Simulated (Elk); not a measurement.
Input and output of a self-consistent single point for HfTeS (P3m1, 3 atoms in the cell) (Elk).

Method: Elk with LDA (PW92), all-electron FP-LAPW, Elk's shipped species files, APW+lo basis with extra local orbitals.

```
CELL_PARAMETERS angstrom
      3.81538     0.00000     0.00000
     -1.90769     3.30422     0.00000
      0.00000     0.00000     6.60612
ATOMIC_POSITIONS crystal
  Hf 0.33333 0.66667 0.02986
  Te 0.00000 0.00000 0.74743
  S  0.66667 0.33333 0.22271
```

Reference input (self-consistent single point, DFT, PBEsol, all-electron FP-LAPW, Elk's shipped species files, APW+lo basis with extra local orbitals): xctype = 22; rgkmax = 7.5; stype = 0; swidth = 0.00499791 Ha; ngridk = 8 8 4; tforce = true; gmaxvr = 18 1/bohr; lmaxapw = 10; lmaxo = 8; nxlo = 2; lorbcnd = true; lradstp = 2. This run's input differs from it in these lines:

```diff
@@ -2,5 +2,2 @@
   0
-
-xctype
-  22
```

Output (repeated stretches shortened):

```
│ Self-consistent loop started │
│ Loop number : 1 │
 total energy                :     -22279.1707157
│ Loop number : 2 │
 total energy                :     -22279.4908143
RMS change in Kohn-Sham potential (target) :   0.1057843951     (  0.1000000000E-05)
Absolute change in total energy (target)   :   0.3200985830     (  0.1000000000E-03)
│ Loop number : 3 │
 total energy                :     -22279.8083104
RMS change in Kohn-Sham potential (target) :   0.9459238078E-01 (  0.1000000000E-05)
Absolute change in total energy (target)   :   0.3975207750     (  0.1000000000E-03)
│ Loop number : 4 │
   [... lines left out ...]
Absolute change in total energy (target)   :   0.1078422392E-01 (  0.1000000000E-03)
│ Loop number : 13 │
 total energy                :     -22278.2476876
RMS change in Kohn-Sham potential (target) :   0.1237479646E-05 (  0.1000000000E-05)
Absolute change in total energy (target)   :   0.5558091652E-04 (  0.1000000000E-03)
│ Loop number : 14 │
 total energy                :     -22278.2476329
RMS change in Kohn-Sham potential (target) :   0.7327224293E-06 (  0.1000000000E-05)
Absolute change in total energy (target)   :   0.6861090878E-04 (  0.1000000000E-03)
Convergence targets achieved

│ Loop number : 15 │

Energies :
 Fermi                       :     0.220596631066
 total energy                :     -22278.2474880

Density of states at Fermi energy :    22.52474883
 (states/Hartree/unit cell)

Estimated indirect band gap :   0.1637272142E-02
 from k-point     35 to k-point     31
Estimated direct band gap   :   0.4353136098E-01
 at k-point     47

Charges :
 core                        :    92.00000000
 valence                     :    48.00000000
 interstitial                :    7.269331380
 muffin-tins (core leakage)
  species :    1 (Hf)
   atom    1                 :    69.64995201     (  0.2897464768E-05)
  species :    2 (Te)
   atom    1                 :    49.22587375     (  0.1746749973E-02)
  species :    3 (S)
   [... lines left out ...]
   total force               :    -0.00000000    0.00000000    0.00297124
   total magnitude           :     0.00297124
 species :    3 (S)
  atom :    1
   Hellmann-Feynman          :     0.00000000    0.00000000    0.24682211
   IBS                       :     0.00000000   -0.00000000   -0.25270546
   total force               :     0.00000000    0.00000000   -0.00588335
   total magnitude           :     0.00588335
```

The run converged in 15 iterations. The count includes the last loop, which Elk runs after its targets are met. 

The starting cell comes from a database of computed structures (which also holds hypothetical and non-ambient phases and stackings), without a prior relaxation at this level. Spin-orbit coupling is off. Values depend on the basis (sphere radii, cutoffs, local orbitals), which need not be converged. The log's line on a gap gives a spacing of levels on this mesh, which the program prints for metals too.

Cost on one core of a shared machine: roughly 3 min.
